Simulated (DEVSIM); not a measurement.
Structure: Si p+/n-/n+ power diode, at 300 K.

```
layer (left to right)  material  thickness (μm)  Nd (cm⁻³)  Na (cm⁻³)   τn (s)   τp (s)
---------------------  --------  --------------  ---------  ---------  -------  -------
1                            Si            3.10          -     2.5e18  0.00045  0.00045
2                            Si            7.20     1.3e14          -  0.00045  0.00045
3                            Si            9.60     3.1e18          -  0.00045  0.00045
```

Left contact: ohmic. Right contact: ohmic. Voltage is applied to the left contact. Recombination: SRH at mid-gap. Mobility is μmin + (μ − μmin)/(1 + (N/Nref)^α).

Constants are typed, rounded textbook-type inputs, not results; the design itself was drawn at random and stands for no fabricated device. Values at 300 K.

```tsv
parameter	Si
gap (eV)	1.124
affinity (eV)	4.05
permittivity	11.7
Nc (cm⁻³)	2.86e19
Nv (cm⁻³)	3.1e19
μn (cm²/Vs)	1417
μp (cm²/Vs)	470
μn,min	52
μp,min	45
Nref,n	9.7e16
Nref,p	2.2e17
αn	0.68
αp	0.72
```

DEVSIM, 1D drift-diffusion, Boltzmann statistics, complete ionisation; no tunnelling, impact ionisation, image-force lowering or self-heating.

The doping Nd of layer 3 was swept, all else fixed.

```tsv
doping Nd of layer 3 (cm^-3)	dark forward voltage at 100 A/cm² (V)	potential step across the device at zero bias (V)	dark forward voltage at 1 A/cm² (V)
9.3e16	___	0.911	___
3.1e17	0.859	0.942	0.733
9.3e17	0.878	0.970	0.756
3.1e18	0.888	1.001	0.767
9.3e18	0.890	1.030	0.769
```

Question: Fill in the missing entries.

Answer: 
- 9.3e16, dark forward voltage at 100 A/cm² (V): 0.834
- 9.3e16, dark forward voltage at 1 A/cm² (V): 0.700
